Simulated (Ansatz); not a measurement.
We consider CaTiO3 (Pnma, No. 62), described by LDA in Ansatz (plane waves, PAW).

Numerical settings: plane-wave cutoff 500 eV, 8×8×6 k mesh (along the axes of the cell as run), Fermi–Dirac smearing 0.05 eV, no spin polarisation, scalar-relativistic PAW data made under PBE.

Cell (relaxed at this level):

```
CELL_PARAMETERS angstrom
      5.27671     0.00000     0.00000
      0.00000     5.38882     0.00000
      0.00000     0.00000     7.51232
ATOMIC_POSITIONS crystal
  Ca 0.98982 0.45331 0.25000
  Ca 0.51018 0.95331 0.25000
  Ca 0.01018 0.54669 0.75000
  Ca 0.48982 0.04669 0.75000
  Ti 0.00000 0.00000 0.00000
  Ti 0.50000 0.50000 0.50000
  Ti 0.00000 0.00000 0.50000
  Ti 0.50000 0.50000 0.00000
  O  0.08133 0.02093 0.25000
  O  0.41867 0.52093 0.25000
  O  0.91867 0.97907 0.75000
  O  0.58133 0.47907 0.75000
  O  0.20729 0.29192 0.54280
  O  0.29271 0.79192 0.95720
  O  0.79271 0.70808 0.04280
  O  0.70729 0.20808 0.45720
  O  0.79271 0.70808 0.45720
  O  0.70729 0.20808 0.04280
  O  0.20729 0.29192 0.95720
  O  0.29271 0.79192 0.54280
```

**Question.** What does this level give for the band gap?

**Answer.** 
* **band gap**: 2.44 eV (on the SCF k mesh)

Note: the relaxation could not lower the start's symmetry, so the cell can be a saddle point above a distorted one.

Ansatz is a first-principles code.
